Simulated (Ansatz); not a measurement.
Consider W in the bcc (W type) structure (space group Im-3m, No. 229; a = 3.1353 Å; relaxed with 0.1 eV smearing). Axes: x, y, z lie along the cube axes.

The values are results of DFT with LDA, PAW potentials and a 420 eV plane-wave cutoff in Ansatz (a first-principles code), spin-orbit coupling left out, not measurements.

For the base:

- Shortest interatomic distance = 2.715 Å
- Pressure = 0.0 GPa

Perturbation: uniaxial strain ε_zz = −3.00 %, all other strain components held at zero; the atoms relax in the strained cell.

Task: Estimate the effect on the energy relative to the base, shortest interatomic distance and pressure.

Result: The energy rises by 26 meV/atom; the shortest interatomic distance decreases by 0.027 Å, from 2.715 Å to 2.688 Å; the pressure (mean of the normal stresses, compression positive) goes from zero to 11.0 GPa.

No phonon test of stability was made. All final runs are without spin polarisation.
